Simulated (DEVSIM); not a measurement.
System: Si p-i-n diode, at 300 K.

```
layer (left to right)  material  thickness (μm)  Nd (cm⁻³)  Na (cm⁻³)  τn (s)  τp (s)
---------------------  --------  --------------  ---------  ---------  ------  ------
1                            Si           0.760          -     1.1e19  7.6e-6  7.6e-6
2                            Si            1.80     9.3e12          -  7.6e-6  7.6e-6
3                            Si            1.70     2.1e18          -  7.6e-6  7.6e-6
```

Left contact: ohmic. Right contact: ohmic. Voltage is applied to the left contact. Recombination: SRH at mid-gap, Auger. Gap narrowing is on: ΔEg = 6.92 meV × (l + √(l² + 0.5)), l = ln(N/1.3e17 cm⁻³), shared equally by both band edges. Mobility is μmin + (μ − μmin)/(1 + (N/Nref)^α).

The device is made up for the run: typed textbook-type constants, with dimensions and the other settings drawn at random. Values at 300 K.

| parameter | Si |
|---|---|
| gap (eV) | 1.124 |
| affinity (eV) | 4.05 |
| permittivity | 11.7 |
| Nc (cm⁻³) | 2.86e19 |
| Nv (cm⁻³) | 3.1e19 |
| μn (cm²/Vs) | 1417 |
| μp (cm²/Vs) | 470 |
| μn,min | 52 |
| μp,min | 45 |
| Nref,n | 9.7e16 |
| Nref,p | 2.2e17 |
| αn | 0.68 |
| αp | 0.72 |
| Cn (cm⁶/s) | 2.8e-31 |
| Cp (cm⁶/s) | 9.9e-32 |

Simulated with DEVSIM: 1D drift-diffusion, Boltzmann statistics, complete ionisation; no tunnelling, impact ionisation, image-force lowering or self-heating.

**Question.** Tabulate band edges, carrier densities and field at 0.9 V on the left contact.

**Answer.** Energies count from the Fermi level of the right contact; mesh points crowd at the junctions.

| x (μm) | Ec (eV) | Ev (eV) | n (cm⁻³) | p (cm⁻³) | field (V/cm) |
|---|---|---|---|---|---|
| 0.000 | 0.135 | -0.927 | 120 | 1.1e19 | ≈ 0 |
| 0.03382 | 0.135 | -0.927 | 5.8e15 | 1.1e19 | ≈ 0 |
| 0.1122 | 0.136 | -0.927 | 1.9e16 | 1.1e19 | ≈ 0 |
| 0.3061 | 0.136 | -0.926 | 5.2e16 | 1.1e19 | ≈ 0 |
| 0.6171 | 0.136 | -0.926 | 1.0e17 | 1.1e19 | ≈ 0 |
| 0.7129 | 0.136 | -0.926 | 1.2e17 | 1.1e19 | ≈ 0 |
| 0.7543 | 0.136 | -0.926 | 1.3e17 | 1.1e19 | -1500 |
| 0.7993 | 0.109 | -1.014 | 3.6e17 | 3.6e17 | ≈ 0 |
| 0.8887 | 0.110 | -1.014 | 3.6e17 | 3.6e17 | 17 |
| 1.103 | 0.110 | -1.014 | 3.6e17 | 3.6e17 | 18 |
| 1.651 | 0.111 | -1.013 | 3.5e17 | 3.5e17 | 18 |
| 2.280 | 0.112 | -1.012 | 3.5e17 | 3.5e17 | 18 |
| 2.458 | 0.112 | -1.012 | 3.4e17 | 3.4e17 | 18 |
| 2.532 | 0.112 | -1.011 | 3.4e17 | 3.4e17 | -110 |
| 2.572 | 0.063 | -1.022 | 2.3e18 | 2.3e17 | -390 |
| 2.623 | 0.063 | -1.022 | 2.3e18 | 2.2e17 | 24 |
| 2.746 | 0.063 | -1.021 | 2.3e18 | 2.0e17 | 24 |
| 3.059 | 0.064 | -1.021 | 2.3e18 | 1.6e17 | 25 |
| 3.821 | 0.066 | -1.019 | 2.2e18 | 6.2e16 | 27 |
| 4.091 | 0.067 | -1.018 | 2.1e18 | 2.4e16 | 28 |
| 4.204 | 0.067 | -1.018 | 2.1e18 | 8.2e15 | 29 |
| 4.260 | 0.068 | -1.017 | 2.1e18 | 250 | 29 |
